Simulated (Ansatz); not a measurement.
Take CsSnBr3 in the cubic perovskite structure (space group Pm-3m, No. 221; a = 5.764 Å) as the base. Axes: x, y, z lie along the cube axes.

Calculations: Kohn–Sham DFT with the PBEsol functional, run in Ansatz (a quantum-chemistry and plane-wave program) with PAW and 420 eV plane waves, spin-orbit coupling left out.

Before the change:

| Item | Result |
|---|---|
| Band gap | 0.22 eV |

Now apply this change: biaxial strain +0.88 %, plane normal [001], relaxed out of plane (Cartesian); in-plane vectors clamped, the third vector and the atoms free.

Q: Estimate the effect on the band gap, out-of-plane strain and in-plane stress.

A: The band gap grows by 0.057 eV, from 0.22 eV to 0.27 eV; the out-of-plane strain amounts to -0.23 %; the mean in-plane stress (compression positive) is -0.5 GPa.

No phonon test of stability was made. Many cubic perovskites are stable only at high temperature; tilts and polar distortions were not tested. The zero or small gap of CsSnBr3 can change with the level of theory.
